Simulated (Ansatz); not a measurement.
## Computed paths: interstitial Ga in wurtzite GaN, charge state +1

Consider interstitial Ga in wurtzite GaN, charge state +1. Calculation: PBE, PAW (plane waves to 420 eV; Ansatz, an electronic-structure program).

Settings: 72 host sites, the relaxed PBE lattice, one k-point at (0.125, 0.250, 0.250), smearing 0.01 eV, spin-restricted, no image-charge correction. Energies are static. The charge state is imposed; whether it is stable for some Fermi level was not computed. Sites that were not tried may lie lower.

Barriers: single points on a 2×2×2 k-point mesh shifted by half a step along c at the bands' geometries (they differ from the bands' own by up to 0.06 eV, and are uncertain by about as much).

| Route | Start site over the lowest site run (eV) | Hop (Å) | Forward barrier (eV) | Backward barrier (eV) | Neighbours at the start | Neighbours at the saddle | Saddle order | Forward, on the band's own sampling (eV) |
|---|---|---|---|---|---|---|---|---|
| several atoms move together, Ga the farthest (a rearrangement that moves the defect's centre by under 1 Å) | 0.00 | 0.79 | 0.16 | 0.16 | Ga at 2.29, 2 Ga at 2.47; N at 1.93, N at 2.17, N at 2.19 Å | Ga at 2.37, Ga at 2.40, Ga at 2.42, Ga at 2.51, Ga at 2.53, Ga at 2.54; N at 2.02, N at 2.05, N at 2.06 Å | not checked, on a symmetry element | 0.15 |
| several atoms move together, Ga the farthest | 0.00 | 2.78 | 1.41 | 1.41 | Ga at 2.29, 2 Ga at 2.47; N at 1.93, N at 2.17, N at 2.18 Å | Ga at 2.17, Ga at 2.21; N at 1.88, N at 2.23, N at 2.38 Å | not checked | 1.38 |
| several atoms move together, Ga the farthest | 0.00 | 2.36 | 1.42 | 1.42 | Ga at 2.29, 2 Ga at 2.47; N at 1.93, N at 2.17, N at 2.18 Å | Ga at 2.17; N at 1.88, N at 1.97, N at 2.01 Å | not checked | 1.38 |

Paths come from nudged elastic bands with a climbing image. Of the routes that converged and passed our checks, the lowest saddle point lies 0.16 eV above the lowest of the sites run (several atoms move together, Ga the farthest (a rearrangement that moves the defect's centre by under 1 Å)); other sites, such as split forms, and other routes may lie lower. A band can be held on a symmetry element, so unchecked saddle points there may be too high. A further band (several atoms move together, Ga the farthest, 1.88 Å) gave 1.17 eV forward on its own sampling, 1.17 eV above the lowest site run, but a shoulder points to a second hump between its images, so it is not taken as a result.

The whole set of runs took roughly 9 core-hours.
